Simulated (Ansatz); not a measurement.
# Ag: pressure −1 GPa

Start from Ag in the fcc (Cu type) structure (space group Fm-3m, No. 225; a = 4.054 Å).

It is then changed as follows: a negative pressure, −1 GPa.

Computed with Ansatz (a quantum-chemistry and plane-wave program), PBEsol, PAW, cutoff 420 eV, no SOC. k-mesh 20×20×20 (Γ-centred); smearing 0.05 eV (Fermi–Dirac).

| quantity | base | changed | shift |
|---|---|---|---|
| lattice parameter a | 4.054 Å | 4.066 Å | +0.012 Å |
| enthalpy H = E + PV relative to the base's energy | – | -0.10 eV/atom | – |
| band gap | zero | zero | – |

Cost of the whole job for the changed cell (relaxation, final SCF and bands): very roughly 18 core-seconds.

Load acts through the strain it causes; cell and atoms are relaxed under it. Stability against distortions was not tested.
